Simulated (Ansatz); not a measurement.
We consider LaBr₃ (P6₃/m, No. 176), described by PBEsol (plane waves, PAW; Ansatz, a quantum-chemistry and plane-wave program).

Numerical settings: plane-wave cutoff 520 eV, 6×6×8 k mesh (along the axes of the cell as run), Fermi–Dirac smearing 0.01 eV, scalar-relativistic PAW data made under PBE.

Response to compression and expansion:

Shape and atoms are relaxed at each volume.

| V (Å³/atom) | P (GPa) | direct gap at Γ (eV) | c (Å) | a (Å) |
|---|---|---|---|---|
| 29.040 | 1.39 | 3.165 | 4.437 | 7.775 |
| 29.645 | 0.65 | 3.156 | 4.444 | 7.850 |
| 30.250 | 0.00 | 3.142 | 4.451 | 7.923 |
| 30.855 | -0.56 | 3.122 | 4.455 | 7.999 |
| 31.460 | -1.04 | 3.100 | 4.455 | 8.076 |

The gap at Γ does not follow one straight line over these volumes.

Measured, for comparison: band gap 5.9 eV (temperature not stated, no zero-point or thermal correction, literature value; as tabulated in Przystupa et al. (2023), doi:10.3390/ma16145085).

Note: the bulk modulus comes from volumes at which shape and atoms were relaxed.

Spin–orbit coupling is not included.
